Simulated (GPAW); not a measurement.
Equation of state of rutile-structure SnO2 (space group 136): energy against volume (GPAW, PBEsol)

```
CELL_PARAMETERS angstrom
      4.60238     0.00000     0.00000
      0.00000     4.60238     0.00000
      0.00000     0.00000     3.09738
ATOMIC_POSITIONS crystal
  Sn 0.00000 0.00000 0.00000
  Sn 0.50000 0.50000 0.50000
  O  0.30700 0.30700 0.00000
  O  0.80700 0.19300 0.50000
  O  0.19300 0.80700 0.50000
  O  0.69300 0.69300 0.00000
```

Computed with PBEsol, GPAW PAW datasets PBEsol (made by gpaw-setup) (plane waves; GPAW). Settings: mode = pw; ecut = 1040 eV; xc = PBEsol; kpts = 7 7 10; mesh shift (steps) = 0 0 0; occupations.name = fermi-dirac; occupations.width = 0.01 eV; nbands = -4; convergence.forces = 0.001 eV/Å; convergence.bands = -2; symmetry.symmorphic = false; symmetry.tolerance = 0.0005; maxiter = 120. The cell above is the first row's. The rows scale it uniformly. In all rows fractional positions and the k mesh are held. E is the free energy at the stated smearing, counted from the lowest row.

| V (Å^3/atom) | E (meV/atom) |
|---|---|
| 10.935 | 87.75 |
| 11.172 | 53.65 |
| 11.410 | 28.76 |
| 11.648 | 12.08 |
| 11.886 | 2.76 |
| 12.123 | 0.00 |
| 12.361 | 3.10 |
| 12.599 | 11.46 |
| 12.836 | ? |

The 8 complete rows are fitted with the third-order Birch-Murnaghan form, a cubic in V^(-2/3), E against V. With u = V^(-2/3) - 0.194, the rows have u = 0.008980, 0.006100, 0.003307, 0.000610, -0.001996, -0.004507, -0.006947, -0.009310. Least squares gives E = 9.288 + 4249.14·u + 490635·u² + 998555·u³. Residuals (row less fit): 0.017, -0.041, 0.018, 0.017, 0.007, -0.012, -0.013, 0.011; standard error 0.028 (degrees of freedom: 4). Its minimum lies at u = -0.004389, so V0 = (0.189611)^(-3/2) = 12.11. There d²E/du² = 955000 and d³E/du³ = 5991000, so B0 = (4/9) × 12.11^(-7/3) × 955000 × 0.160218 = 202 GPa (the last factor turns the table's units into GPa), and B0' = 4 + (2/3) × 0.189611 × (5991000)/955000 = 4.8. The program's pressures in the fitted runs (not shown) pass through zero at V = 12.11, 0.01 % from this V0.

Q: Estimate the missing E (V = 12.836); what did the run itself give?

A: u = -0.011591, so E = 9.288 + 4249.14 × (-0.011591) + 490635 × (-0.011591)² + 998555 × (-0.011591)³ = 24.399 meV/atom. The calculation gives 24.49 meV/atom, 0.091 meV/atom above the prediction (0.1 % of the range of E in the table). The row lies outside the fitted rows, so this is an extrapolation. From the scatter of the fitted rows alone, a prediction at this place has a standard error of 0.067 meV/atom, so the miss is 1.4 times that.

Carrying the step between the two nearest rows on in a straight line would have given 19.78, off by 4.71; series whose last step already gives the withheld value aren't shown. The scan was laid around a cell of about the measured size, scaled by a guess for this functional; axis ratios and inner coordinates come from that cell. The runs keep the symmetry of the cell, so they don't test it for distortions. The shape of the cell and the inner coordinates aren't relaxed, so V0 and B0 belong to this uniform scaling; a relaxed crystal lies no higher in energy and is usually softer (forces reach 0.56 eV/Å in these rows). Cutoffs and mesh are single choices, not tested for convergence of this quantity. Series with a scatter that would blur these digits, or in which a gap closes, are not shown. Nor are scans whose minimum lies at an end fitted in this form.
